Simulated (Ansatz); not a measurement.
# What 2 layers does to TiS2

Consider TiS2 in the CdI2 type structure (space group P-3m1, No. 164; a = 3.361 Å, c = 5.522 Å; layered, stacked along the Cartesian z axis).

The change: a free-standing slab of 2 layers (6 atoms, 3 a layer) is cut normal to the stacking axis, with 15 Å of vacuum and the in-plane cell relaxed.

Level of theory: PBE-D3(BJ), PAW, 420 eV (Ansatz, a first-principles code; scalar-relativistic without spin-orbit coupling). k-mesh 16×16×1 (Γ-centred); smearing 0.05 eV (Fermi–Dirac), for the changed cell.

```tsv
quantity	base	changed	shift
layer's space group (with vacuum)	–	P-3m1 (No. 164)	–
band gap	zero	zero	–
excess energy per area of both faces (slab less bulk energy over the cell's area: twice a surface energy) (uncertain by up to 0.10 J/m²)	–	0.6 J/m²	–
thickness between the outermost nuclei	–	8.44 Å	–
in-plane lattice parameter a	3.361 Å	3.366 Å	+0.005 Å
```

The excess energy carries the mismatch between the slab's and the bulk's meshes. Stability against distortions was not tested. All final runs are without spin polarisation. A zero or small gap of TiS2 can be the functional's error rather than a property of the material.
